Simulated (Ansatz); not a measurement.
The starting structures come from a database of crystals and need not be the phases stable at ambient conditions.

 Where the default PAW files enter, the runs use the earlier of Ansatz's two default sets.

Input:

```yaml
crystal:
  lattice:
    - [4.61119, 0.00000, 0.00000]
    - [-2.30559, 7.62372, 0.00000]
    - [2.30559, 0.69727, 3.93206]
  atoms:
    - { symbol: Mg, position: [0.00164, 0.50246, 0.49918] }
    - { symbol: Cd, position: [0.99899, 0.99848, 0.00051] }
    - { symbol: Te, position: [0.74677, 0.62015, 0.12662] }
    - { symbol: Te, position: [0.75258, 0.12887, 0.62371] }
```

Space group of this cell: R3m. The cell is taken as given; by PBEsol its mean pressure is -0.9 GPa.

The current runs along the normal of the first two printed vectors, the (101) plane. All runs by Ansatz (an electronic-structure program), plane waves and PAW, without spin-orbit coupling; the base is PBEsol.

| run | mean pressure (GPa) | gap (eV) | mid-gap κ (1/Å) |
|---|---|---|---|
| base | -0.9 | 1.20 | 0.086 |
| all lengths scaled by 0.98 | 1.5 | 1.40 | 0.096 |
| all lengths scaled by 1.02 | -2.7 | 1.02 | 0.076 |
| lda in place of pbesol | -2.2 | 1.08 | 0.078 |
| lengths across the current scaled by 0.98, ions clamped | 0.7 | … | … |
| lengths across the current scaled by 1.02, ions clamped | -2.1 | … | … |
| lengths along the current scaled by 0.97, ions clamped | 0.3 | 1.24 | 0.089 |
| lengths along the current scaled by 1.03, ions clamped | -1.8 | … | … |

Problem. Some entries are withheld; supply them.

Solution. 
- lengths across the current scaled by 0.98, ions clamped, gap (eV): 1.30
- lengths across the current scaled by 0.98, ions clamped, mid-gap κ (1/Å): 0.093
- lengths across the current scaled by 1.02, ions clamped, gap (eV): 1.05
- lengths across the current scaled by 1.02, ions clamped, mid-gap κ (1/Å): 0.079
- lengths along the current scaled by 1.03, ions clamped, gap (eV): 1.07
- lengths along the current scaled by 1.03, ions clamped, mid-gap κ (1/Å): 0.082
